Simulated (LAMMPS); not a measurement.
LAMMPS 22 Jul 2025, classical MD, EAM (Cu_mishin1.eam.alloy): Cu, 1372 atoms.

| Item | Value |
|---|---|
| task | MD, nve |
| potential | EAM, Cu_mishin1.eam.alloy |
| copies of the repeat unit | 7×7×7 |
| shape (slab and sphere leave vacuum in the box) | bulk |
| neighbor skin | 2 Å |
| neigh_modify | every 1 delay 0 check yes |
| newton | on (default) |
| atom_modify sort (bins of 2 Å where set) | 1000 (default) |
| comm_style | brick (default) |
| box | 25.3 × 25.3 × 25.3 Å |
| start | generated fcc lattice, warmed in an untimed run |

All runs start from one configuration, warmed at this fixed volume for 1000 steps under a thermostat at 900 K. The run at the shortest step has a mean temperature of 907 K and a mean pressure of 6.0 GPa.

Each run covers about 2.0 ps at constant energy (mean temperature 907 K at the shortest step); σ is the standard deviation over the printed steps. Each setting ran once; only counts and results are compared.

Steps tried: 0.5 fs, 1 fs, 2 fs, 2.5 fs, 4 fs, 5 fs, 8 fs, 10 fs, 16 fs, 20 fs, 32 fs.

**Question.** What is the longest step at which the total energy fluctuates by under 2 % of the kinetic energy's fluctuation?

**Answer.** 5 fs. The run fails or blows up at 32 fs.

```
time step  σ(E total)/σ(E kinetic)  last minus first total energy (meV/atom)  mean temperature (K)
---------  -----------------------  ----------------------------------------  --------------------
0.5 fs                     0.00011                               under 0.001                   907
1 fs                       0.00044                                   +0.0018                   907
2 fs                        0.0018                                   +0.0074                   906
2.5 fs                      0.0028                                    +0.012                   906
4 fs                        0.0071                                    +0.032                   905
5 fs                         0.011                                    +0.053                   903
8 fs                         0.030                                     +0.15                   898
10 fs                        0.048                                     +0.24                   893
16 fs                         0.13                                      +1.6                   874
20 fs                         0.35                                      +4.5                   859
32 fs            stops: Lost atoms                                         —                     —
```

The bar is a choice.
